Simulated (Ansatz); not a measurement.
SiC under load (space group Imm2), r2SCAN with spin-orbit coupling, rigid bands (Ansatz, a quantum-chemistry and plane-wave program). Condition of this run: uniaxial stress along [110] of 1 GPa (compression positive) (the target of the relaxation). Band gap 1.69 eV, N_c = 1.20e19 cm⁻³ and N_v = 8.90e19 cm⁻³ at 300 K, conductivity masses along z (a = (0.00, 2.18, 2.18) Å; b = (2.18, 0.00, 2.18) Å; c = (2.17, 2.17, 0.00) Å) of 0.269 mₑ (electrons) and 0.690 mₑ (holes). Take k_BT = 0.02585 eV.

What built-in voltage has an abrupt junction with N_A = 1e16 and N_D = 1e18 cm⁻³, all dopants ionised?

V_bi = E_g/e − (k_BT/e) ln(N_c N_v/(N_A N_D)) = 1.69 − 0.02585 × 11.58 = 1.39 V, for the computed gap.

Find the intrinsic carrier density and the intrinsic Fermi level.

n_i = √(N_c N_v) exp(−E_g/2k_BT) = 3.27e19 × exp(−32.69) = 2.1e5 cm⁻³. The level lies (k_BT/2) ln(N_v/N_c) = 26 meV from mid-gap (positive towards the conduction band). Each 0.1 eV added to the gap lowers n_i by a factor of 6.9.

What thermal injection velocity √(2k_BT/πm) limits a ballistic channel along the direction named?

1.04e7 cm/s for electrons and 6.48e6 cm/s for holes, a ratio of √(m_h/m_e) = 1.60, for dilute carriers.

Rigid bands with the computed gap; masses take one relaxation time for all states.
